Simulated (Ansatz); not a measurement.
We consider AlB2-type TiB2, described by LDA (Ansatz, a quantum-chemistry and plane-wave program, plane waves, PAW).

Settings: plane-wave cutoff 500 eV, 18×18×12 k mesh (along the axes of the cell as run), Fermi–Dirac smearing 0.05 eV, no spin polarisation, scalar-relativistic PAW data made under PBE.

Computed at the level's own relaxed cell.

**Question.** What does this level give for the equilibrium volume per atom, lattice parameter a and c axis length?

**Answer.** 
- equilibrium volume per atom: 8.17 Å³/atom
- lattice parameter a: 2.994 Å
- c axis length: 3.160 Å

Measured, for comparison: lattice constant a 3.029 Å, lattice parameter c 3.229 Å (293 K, not corrected to a static lattice; as tabulated in R. G. Munro, J. Res. NIST 105, 709 (2000), Material Properties of Titanium …). Computed (rounded) less measured: lattice constant a -1.2 %, lattice parameter c -2.1 %. A static lattice is as a rule a little smaller and stiffer than an uncorrected measurement, which narrows the difference in the lattice constant a and would widen misses of the other sign.

Computed values are for the static lattice.
